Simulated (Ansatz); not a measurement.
Amorphous In9Ga9Zn9O41Nb2, 70 atoms at 5.77 g/cm³, one PBE-relaxed geometry, zone centre. Methods: PBE, scalar-relativistic without spin-orbit coupling (Ansatz, an electronic-structure program); r2SCAN, scalar-relativistic without spin-orbit coupling (Ansatz); HSE06, scalar-relativistic without spin-orbit coupling (Ansatz). Plane waves to 420 eV (r2SCAN 500 eV); exact exchange is cut at the cell's faces. At PBE the levels at the filled edge of the gap are localised (band-tail or defect states). All rungs ran without spin polarisation.

It comes from a melt-quench run on a machine-learned potential (CHGNet), relaxed afterwards by DFT. O atoms were pushed apart under 1.9 Å during the dynamics, to hinder bonds among them. The hot cell started wider than the set density and was brought back towards it in steps. It is the lowest in DFT energy of 2 quenches. It is a model cell: composition and starting density were chosen by hand, and all elements were melted together. No dispersion term was used. Its density started from a set value of 5.77 and ended at 5.77 g/cm³. The simulated quench (nominally 210 K/ps over its main leg) is rapid and tends to freeze in more defects than a deposited or slowly cooled glass has. One small periodic cell is one sample of the glass; other quenches scatter about these values. The volume was held where the preparation left it and the shape relaxed, at a PBE pressure of 0.9 GPa. Stress components on the final sampling reach 1.0 GPa.

The relaxation ran on the zone centre alone. At PBE the level gap is 1.07 eV on a 2×2×2 Γ-centred mesh, and the spacing at the zone centre alone 1.08 eV.

What zone-centre spacing does r2SCAN give, roughly?

1.52 eV (+0.44 eV against PBE).

What zone-centre spacing does HSE06 give, roughly?

2.65 eV (+1.57 eV against PBE).

The highest filled and the lowest empty state spread over these numbers of atoms (participation numbers): PBE: 4.8 and 61.3; r2SCAN: 5.4 and 59.7; HSE06: 4.5 and 58.5.
